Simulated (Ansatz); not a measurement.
Where the default PAW files enter, the runs use the earlier of Ansatz's two default sets.

Input:

```yaml
crystal:
  lattice:
    - [4.91497, 0.00000, 0.00000]
    - [-2.45748, 4.25649, 0.00000]
    - [0.00000, 0.00000, 5.43130]
  atoms:
    - { symbol: Si, position: [0.46891, 0.00000, 0.00000] }
    - { symbol: Si, position: [0.00000, 0.46891, 0.33333] }
    - { symbol: Si, position: [0.53109, 0.53109, 0.66667] }
    - { symbol: O, position: [0.58661, 0.85583, 0.78489] }
    - { symbol: O, position: [0.14417, 0.73078, 0.11822] }
    - { symbol: O, position: [0.26922, 0.41339, 0.45156] }
    - { symbol: O, position: [0.73078, 0.14417, 0.21511] }
    - { symbol: O, position: [0.41339, 0.26922, 0.88178] }
    - { symbol: O, position: [0.85583, 0.58661, 0.54844] }
```

Space group of this cell: P3_121. The cell is taken as given.

Calculation: r2SCAN (plane waves, PAW; Ansatz, a quantum-chemistry and plane-wave program).

The current runs along the normal of the first two printed vectors; no spin-orbit coupling. Scaled by the factor s: the length along the current (ions clamped). Meshes 12×12×6 and 12×12 across the current in all rows.

| s | mean pressure (GPa) | band gap (eV) |
|---|---|---|
| 0.97 | 6.7 | ? |
| 1.00 | 0.1 | 6.61 |
| 1.03 | -5.7 | 6.38 |

Question: Take the slope of the band gap against ln s from the two given rows, extrapolate to s = 0.97, and say what the run there gives.

Answer: Slope = (6.38 − 6.61) / ln 1.03 = -7.78 eV. The line gives 6.61 + (-7.78) × ln 0.97 = 6.85 eV. The run gives 6.79 eV, 0.06 eV under the line, 24 % of the predicted step.
